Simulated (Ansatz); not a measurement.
The parent structure is TlBr in the CsCl type structure (space group Pm-3m, No. 221; a = 3.915 Å).

Calculations: Ansatz (a program for electronic structure), PBEsol, PAW, cutoff 420 eV, no spin-orbit coupling.

Modification: every lattice vector is stretched by 2.00 %, atoms relaxed at fixed cell.

What happens to the mean gap deformation potential ΔEg/Δln V?

The mean gap deformation potential ΔEg/Δln V amounts to +2.8 eV.

With Tl present, leaving out spin-orbit coupling can change the band edges. The cells carry an imposed strain or load. Whether these cells are dynamically stable was not tested.
